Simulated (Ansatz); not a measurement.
# SrTiO3 (model structure, started from the LiNbO3 type, R3c, No. 161, 10 atoms in the cell)

Level of theory: PBEsol in Ansatz (plane waves, PAW).

Run with plane-wave cutoff 500 eV, 10×10×10 k mesh, Fermi–Dirac smearing 0.05 eV, no spin polarisation, scalar-relativistic PAW data made under PBE.

Cell (relaxed at this level):

```xyz
10
Lattice="2.7535 1.5897 4.4874 -2.7535 1.5897 4.4874 0.0000 -3.1795 4.4874" Properties=species:S:1:pos:R:3 pbc="T T T"
Sr     0.0000     0.0000     3.5399
Sr     0.0000     0.0000    10.2711
Ti     0.0000     0.0000     0.1869
Ti     0.0000     0.0000     6.9180
O      1.4513     0.6638     5.7146
O     -1.3005     0.9250     5.7146
O     -0.1508    -1.5887     5.7146
O      0.1508     1.5907     7.9583
O     -1.4530    -0.6648     7.9583
O      1.3022    -0.9260     7.9583
```

| Property | Result |
|---|---|
| band gap | 2.12 eV (on the SCF k mesh) |

Note: the relaxation could raise the start's symmetry but not lower it, so the cell can be a saddle point.

Spin–orbit coupling is not included.

The computed numbers hold no vibrational or temperature effects.

A model structure was made by putting elements into a prototype or built by hand; it is no filed structure, need not be a known phase, and can be a saddle point held by its symmetry.

Ansatz is a program for electronic structure.
